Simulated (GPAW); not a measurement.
```
V3Si2Mo3
1.0
    3.38090     1.95197     2.75935
   -3.38090     1.95197     2.75935
    0.00000    -3.90393     2.75935
V Si Mo
3 2 3
Direct
  0.74874   0.00000   0.25126
  0.25126   0.74874   0.00000
  0.00000   0.25126   0.74874
  0.24323   0.24323   0.24323
  0.75677   0.75677   0.75677
  0.74950   0.50000   0.25050
  0.25050   0.74950   0.50000
  0.50000   0.25050   0.74950
```

Level of theory: LDA (Perdew-Wang 92), GPAW PAW datasets LDA (gpaw-data 1.0.1) (plane waves; GPAW).

The set-up and first iterations of a GPAW log for V₃Si₂Mo₃ (R32, 8 atoms in the cell):

```
Input parameters:
  convergence: {forces: 0.001}
  kpts: [5 5 5]
  maxiter: 150
  mode: {ecut: 800.0,
         name: pw}
  nbands: -12
  occupations: {fixmagmom: False,
                name: fermi-dirac,
                width: 0.03}
  symmetry: {symmorphic: False,
             tolerance: 0.0005}

species:
  V:
    name: Vanadium
    Z: 23.0
    valence: 13
    core: 10
    charge: 0.0
    file: V.LDA.gz

    # Using partial waves for V as LCAO basis

  Si:
    name: Silicon
    Z: 14.0
    valence: 4
    core: 10
    charge: 0.0
    file: Si.LDA.gz

    # Using partial waves for Si as LCAO basis

  Mo:
    name: Molybdenum
    Z: 42.0
    valence: 14
    core: 28
    charge: 0.0
    file: Mo.LDA.gz

    # Using partial waves for Mo as LCAO basis

Reference energy: -423079.670983  # eV

Spin-paired calculation

Convergence criteria:
 Maximum [total energy] change in last 3 cyles: 0.0005 eV / valence electron
   [... lines left out ...]

Hamiltonian:
  XC and Coulomb potentials evaluated on a 64*64*64 grid
  External potential:
    NoExternalPotential

Number of atoms: 8
Number of atomic orbitals: 86
Number of bands in calculation: 56
Number of valence electrons: 89
Bands to converge: occupied

Density initialized from atomic densities
  56 bands from LCAO basis set

Atomic positions and initial magnetic moments

Positions:
   0 V      2.531419    0.480613    2.759347    ( 0.0000,  0.0000,  0.0000)
   1 V     -1.681933    1.951966    2.759347    ( 0.0000,  0.0000,  0.0000)
   2 V     -0.849486   -2.432580    2.759347    ( 0.0000,  0.0000,  0.0000)
   3 Si     0.000000   -0.000000    2.013468    ( 0.0000,  0.0000,  0.0000)
   4 Si    -0.000000   -0.000001    6.264573    ( 0.0000,  0.0000,  0.0000)
   5 Mo     0.843536    1.461046    4.139020    ( 0.0000,  0.0000,  0.0000)
   6 Mo    -1.687072   -0.000000    4.139020    ( 0.0000,  0.0000,  0.0000)
   7 Mo     0.843536   -1.461047    4.139020    ( 0.0000,  0.0000,  0.0000)

Unit cell:
           periodic     x           y           z      points  spacing
  1. axis:    yes    3.380905    1.951966    2.759347    32     0.1494
  2. axis:    yes   -3.380905    1.951966    2.759347    32     0.1494
  3. axis:    yes    0.000000   -3.903933    2.759347    32     0.1494

  Lengths:   4.780657   4.780657   4.780658
  Angles:   90.015916  90.015916  90.015923

Effective grid spacing dv^(1/3) = 0.1494
     iter     time        total  log10-change:
                         energy   eigst   dens  force
iter:   1 --:--:--   -88.004735
iter:   2 --:--:--   -85.976652   -0.10  -1.19
iter:   3 --:--:--   -84.050109   -0.39  -1.25
iter:   4 --:--:--   -82.574157   -0.59  -1.35
iter:   5 --:--:--   -83.378881   -0.54  -1.58
iter:   6 --:--:--   -83.530705   -0.67  -1.71
iter:   7 --:--:--   -82.360752   -1.08  -1.61
iter:   8 --:--:--   -82.335155   -1.50  -2.08
iter:   9 --:--:--   -82.294369   -2.51  -2.25
iter:  10 --:--:--   -82.269673   -2.54  -2.35
iter:  11 --:--:--   -82.267418c  -2.77  -2.76
iter:  12 --:--:--   -82.266653c  -3.98  -2.96
iter:  13 --:--:--   -82.268962c  -3.22  -3.04
iter:  14 --:--:--   -82.266317c  -4.01  -2.96
iter:  15 --:--:--   -82.266832c  -3.37  -3.21
iter:  16 --:--:--   -82.265967c  -4.31  -3.23
iter:  17 --:--:--   -82.266005c  -4.51  -3.47
iter:  18 --:--:--   -82.266304c  -4.01  -3.49
iter:  19 --:--:--   -82.265881c  -4.61  -3.47
iter:  20 --:--:--   -82.265879c  -5.62  -3.96
```

### Question
How does the run end?

### Answer
The run converged in 31 iterations. Convergence of the loop says nothing yet on basis, mesh or lower states. It ends on: free energy E − TS (from the program's reference atoms) -82.2711 eV; Fermi level (on the code's own zero) 11.42 eV; pressure -9.18 GPa; largest force (vector length) 0.027 eV/Å. The log goes on:

```
iter:  21 --:--:--   -82.265876c  -5.83  -4.01c
iter:  22 --:--:--   -82.265888c  -5.99  -4.07c
iter:  23 --:--:--   -82.265878c  -6.45  -4.09c
iter:  24 --:--:--   -82.265891c  -5.22  -4.24c
iter:  25 --:--:--   -82.265874c  -6.24  -4.12c
iter:  26 --:--:--   -82.265873c  -6.16  -4.41c
iter:  27 --:--:--   -82.265873c  -6.80  -4.50c
iter:  28 --:--:--   -82.265873c  -7.28  -4.59c
iter:  29 --:--:--   -82.265873c  -7.26  -4.68c
iter:  30 --:--:--   -82.265872c  -8.17c -4.99c
iter:  31 --:--:--   -82.265872c  -8.17c -5.07c -3.51c
Converged after 31 iterations.

Dipole moment: (0.000000, 0.000000, -0.000000) |e|*Ang

Energy contributions relative to reference atoms: (reference = -423079.670983)

Kinetic:        -32.209882
Potential:      +19.479590
External:        +0.000000
XC:             -69.067638
Entropy (-ST):   -0.010419
Local:           -0.462733
SIC:             +0.000000
--------------------------
Free energy:    -82.271082
Extrapolated:   -82.265872

Showing only first 2 kpts
 Kpt  Band  Eigenvalues  Occupancy
  0    42     10.84484    2.00000
  0    43     10.84487    2.00000
  0    44     13.15494    0.00000
  0    45     13.16425    0.00000

  1    42     10.91553    2.00000
  1    43     11.04202    1.99999
  1    44     12.29478    0.00000
  1    45     12.75573    0.00000

Fermi level: 11.42150

No gap
No difference between direct/indirect transitions
Energy (eV): -82.265872

Forces in eV/Ang:
  0 V    -0.01356   -0.02349    0.00000
  1 V     0.02712    0.00000    0.00000
  2 V    -0.01356    0.02349    0.00000
  3 Si    0.00000   -0.00000    0.02412
  4 Si    0.00000    0.00000   -0.02412
  5 Mo   -0.01106   -0.01916    0.00000
  6 Mo    0.02212    0.00000    0.00000
  7 Mo   -0.01106    0.01916   -0.00000

Stress tensor:
     0.057046    -0.000000     0.000000
    -0.000000     0.057046     0.000000
     0.000000     0.000000     0.057855
Stress (GPa, Voigt): [ 9.1397  9.1397  9.2694  0.      0.     -0.    ]
```

For comparison: a first run was changed to give this one (kpts: 4 4 4 → 5 5 5; occupations.width: 0.136 eV → 0.03 eV), and from it to this one the free energy goes up by 3.0 meV/atom, the pressure goes from -8.69 to -9.18 GPa and the largest force goes from 0.067 to 0.027 eV/Å.

The starting cell comes from a database of computed structures (which also holds hypothetical and non-ambient phases and stackings), without a prior relaxation at this level. Spin polarisation is off. With a pressure of about -9 GPa the cell is away from its equilibrium volume at this level.

The run was DFT LDA (Perdew-Wang 92), plane waves, GPAW PAW datasets LDA (gpaw-data 1.0.1). Main settings of its input:

- mode: pw
- ecut: 800 eV
- xc: LDA
- kpts: 5 5 5
- mesh shift (steps): 0 0 0
- occupations.name: fermi-dirac
- occupations.width: 0.03 eV
- nbands: -12
- convergence.forces: 0.001 eV/Å
- symmetry.symmorphic: false
- symmetry.tolerance: 0.0005
- maxiter: 150
